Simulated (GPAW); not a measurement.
A self-consistent single point of Cd2S (P1, 3 atoms in the cell) with GPAW.

Method of the run: PBEsol, GPAW PAW datasets PBEsol (made by gpaw-setup) (plane waves; GPAW 25.7.0).

```
CELL_PARAMETERS angstrom
      3.96267     0.00000     0.00000
     -1.98134     3.43177     0.00000
      0.00000     0.00000     5.80919
ATOMIC_POSITIONS crystal
  Cd 0.64159 0.33369 0.56604
  Cd 0.36437 0.68880 0.94704
  S  0.32737 0.64418 0.36408
```

Reference input (self-consistent single point, DFT PBEsol, plane waves, GPAW PAW datasets PBEsol (made by gpaw-setup)): mode = pw; ecut = 600 eV; xc = PBEsol; kpts = 5 5 3; mesh shift (steps) = 0 0 0; occupations.name = fermi-dirac; occupations.width = 0 eV; nbands = -6; convergence.density = 1e-05 e/electron; convergence.bands = -4; symmetry.symmorphic = false; symmetry.tolerance = 0.0005. This run's input differs from it in these lines:

```diff
@@ -13,3 +13,3 @@
 
-calc = GPAW(mode=PW(600),
+calc = GPAW(mode=PW(480),
             xc='PBEsol',
```

Output (repeated stretches shortened):

```
     iter     time        total  log10-change:
                         energy   eigst   dens
iter:   1 --:--:--    -8.197205   +0.07
iter:   2 --:--:--    -8.043920   -1.16  -1.26
iter:   3 --:--:--    -7.569310   -1.25  -1.30
iter:   4 --:--:--    -7.574455   -2.76  -1.60
iter:   5 --:--:--    -7.552012   -2.22  -1.59
iter:   6 --:--:--    -7.546430   -3.42  -2.25
iter:   7 --:--:--    -7.544149c  -3.16  -2.44
iter:   8 --:--:--    -7.544038c  -4.31  -2.89
iter:   9 --:--:--    -7.544013c  -5.05  -3.02
iter:  10 --:--:--    -7.543962c  -4.44  -3.10
iter:  11 --:--:--    -7.543954c  -5.53  -3.66
iter:  12 --:--:--    -7.543944c  -6.46  -3.68
iter:  13 --:--:--    -7.543932c  -5.54  -3.72
iter:  14 --:--:--    -7.543933c  -6.77  -4.02
iter:  15 --:--:--    -7.543932c  -6.40  -4.06
iter:  16 --:--:--    -7.543931c  -6.67  -4.26
iter:  17 --:--:--    -7.543931c  -7.93c -4.74
iter:  18 --:--:--    -7.543931c  -8.37c -4.84
iter:  19 --:--:--    -7.543931c  -7.91c -4.95
iter:  20 --:--:--    -7.543931c  -8.42c -5.10c
Converged after 20 iterations.

Dipole moment: (-1.060574, 0.665841, 7.923653) |e|*Ang

Energy contributions relative to reference atoms: (reference = -315044.820029)

Kinetic:        +17.876866
Potential:      -15.750893
External:        +0.000000
XC:              -9.920188
Entropy (-ST):   +0.000000
Local:           +0.250283
SIC:             +0.000000
--------------------------
Free energy:     -7.543931
Extrapolated:    -7.543931

Showing only first 2 kpts
 Kpt  Band  Eigenvalues  Occupancy
  0    13      3.07050    2.00000
  0    14      3.24199    2.00000
  0    15      6.94775    0.00000
  0    16      8.94050    0.00000

  1    13      3.14513    2.00000
  1    14      3.28305    2.00000
  1    15      5.87531    0.00000
  1    16      8.66163    0.00000

Fermi level: 4.28128

Gap: 1.058 eV
Transition (v -> c):
   [... lines left out ...]
Direct gap: 1.215 eV
Transition at: (s=0, k=20, n=14, [0.20, 0.40, -0.33])
Energy (eV): -7.543931

Forces in eV/Ang:
  0 Cd    0.57580   -0.39646    0.41765
  1 Cd    0.03724    0.07669   -0.65567
  2 S    -0.61265    0.31949    0.23596

Stress tensor:
     0.012367     0.006146    -0.007964
     0.006146     0.024696     0.002630
    -0.007964     0.002630     0.011959
Stress (GPa, Voigt): [ 1.9815  3.9568  1.916   0.4214 -1.276   0.9847]
```

The run converged in 20 iterations. GPAW prints stress with tension positive. Against the reference run the free energy rises by 11.5 meV/atom, the pressure goes from -2.07 to -2.62 GPa, the largest force stays at 0.814 eV/Å and the gap on the mesh stays at 1.058 eV.

The starting cell comes from a database of computed structures (which also holds hypothetical and non-ambient phases and stackings), without a prior relaxation at this level. Its atoms were displaced at random from the sites of space group no. 156.

Cost on one core of a shared machine: roughly 40 s.
